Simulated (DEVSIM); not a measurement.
Device: Al0.2Ga0.8As/GaAs p-n heterojunction, at 300 K.

Layer 1 from the left is Al0.2Ga0.8As, thickness (μm) 1.20, Na (cm⁻³) 1.4e16, τn (s) 3.7e-9, τp (s) 3.7e-9. Layer 2 from the left is GaAs, thickness (μm) 0.520, Nd (cm⁻³) 2.7e15, τn (s) 3.7e-9, τp (s) 3.7e-9.

Left contact: ohmic. Right contact: ohmic. Voltage is applied to the left contact. Recombination: SRH at mid-gap. Mobility is μmin + (μ − μmin)/(1 + (N/Nref)^α).

This is a model device: material constants are rounded textbook-type values typed into the input, and sizes, dopings and lifetimes were drawn at random. Values at 300 K.

Al0.2Ga0.8As: gap (eV) 1.6734, affinity (eV) 3.912, permittivity 12.33, Nc (cm⁻³) 6.04e17, Nv (cm⁻³) 9e18, μn (cm²/Vs) 4980, μp (cm²/Vs) 250, μn,min 500, μp,min 20, Nref,n 6e16, Nref,p 1.5e17, αn 0.39, αp 0.38. GaAs: gap (eV) 1.424, affinity (eV) 4.07, permittivity 12.9, Nc (cm⁻³) 4.7e17, Nv (cm⁻³) 9e18, μn (cm²/Vs) 8500, μp (cm²/Vs) 400, μn,min 500, μp,min 20, Nref,n 6e16, Nref,p 1.5e17, αn 0.39, αp 0.38.

Model (solved in DEVSIM): 1D drift-diffusion, Boltzmann statistics, complete ionisation; no tunnelling, impact ionisation, image-force lowering or self-heating. Band offsets follow the typed affinities; no thermionic-emission limit at abrupt steps, no polarisation charge.

### Question
What does the simulation give for the dark forward voltage at 1 A/cm², the largest field in the device at zero bias?

### Answer
dark forward voltage at 1 A/cm² 0.951 V; largest field in the device at zero bias 30000 V/cm.
